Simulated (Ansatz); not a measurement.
**ZnO with two functionals, biaxial strain +3.58 %, plane normal [001], relaxed out of plane**

The reference is ZnO in the wurtzite structure (space group P6_3mc, No. 186; a = 3.280 Å, c = 5.293 Å). Axes: x lies along a and z along c of the hexagonal cell.

(Cell as relaxed with PBE.)

Levels (all Ansatz, an electronic-structure program, PAW): PBE (420 eV, without spin-orbit coupling); r2SCAN (500 eV, no SOC).

Each level relaxes its own structure.

| base | PBE | r2SCAN |
|---|---|---|
| volume per atom | 12.33 Å³ | 11.81 Å³ |
| lattice parameter a | 3.280 Å | 3.235 Å |
| band gap | 0.74 eV | 1.24 eV |

Modification: tensile biaxial strain of 3.58 % in the plane normal to [001], as in epitaxy on a mismatched substrate; the out-of-plane cell vector and the atoms relax.

| quantity | PBE | r2SCAN |
|---|---|---|
| electron mass | 0.14 mₑ out of plane, 0.13 mₑ in plane (at Γ) | (withheld) |
| band gap | 0.75 eV | (withheld) |
| out-of-plane strain | -3.49 % | (withheld) |

Task: Predict the r2SCAN column.

Result: 
- electron mass, r2SCAN: 0.20 mₑ out of plane, 0.18 mₑ in plane (at Γ)
- band gap, r2SCAN: 1.26 eV
- out-of-plane strain, r2SCAN: -3.98 %

PBE's band gap lies 0.51 eV below r2SCAN's; PBE's out-of-plane strain lies 0.49 % above r2SCAN's. Neither level is exact; r2SCAN is the comparison here, not a measurement.

Masses are band curvatures over ±0.01 Å⁻¹ around the edge. Stability against distortions was not tested.
